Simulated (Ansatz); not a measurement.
Take CsPbCl$_{3}$ in the cubic perovskite structure (space group Pm-3m, No. 221; a = 5.619 Å) as the base.

Method: PBEsol (Ansatz, a quantum-chemistry and plane-wave program; PAW; 420 eV plane waves; no spin-orbit coupling).

Strains are applied to the cell and any free atomic positions relax.

One change was made to it. Results:

```json
[
 {"quantity": "energy relative to the base (free energy F)", "base": "0 meV/atom", "after": "+16 meV/atom"},
 {"quantity": "pressure", "base": "0.00 GPa", "after": "2.16 GPa"},
 {"quantity": "width of the top valence band", "base": "2.48 eV", "after": "3.06 eV"},
 {"quantity": "electron mass (degenerate bands, along [100])", "base": "0.10, 0.83, 0.83 mₑ (at R)", "after": "0.090, 0.74, 0.74 mₑ (at R)"},
 {"quantity": "valley order (the lowest conduction-band minima on the path, energy above the VBM, named in the base's zone)", "base": "R along ⟨111⟩ 1.83 eV; Γ 3.24 eV", "after": "R along ⟨111⟩ 1.48 eV; Γ 2.82 eV"}
]
```

Task: Which of these changes matches the shifts?
A. isotropic strain −0.60 %
B. isotropic strain −3.00 %
C. isotropic strain −2.40 %

Result: C, isotropic strain −2.40 %. For comparison, the valley order in the other runs: isotropic strain −0.60 % gives R along ⟨111⟩ 1.75 eV; Γ 3.14 eV; isotropic strain −3.00 % gives R along ⟨111⟩ 1.37 eV; Γ 2.70 eV.

With Pb present, leaving out spin-orbit coupling can change the band edges. The levels and masses belong to the bands next to the band gap. Masses are band curvatures over ±0.01 Å⁻¹ around the edge. Whether these cells are dynamically stable was not tested. Many cubic perovskites are stable only at high temperature; tilts and polar distortions were not tested. This is not the structure that CsPbCl3 has at room temperature and ambient pressure.
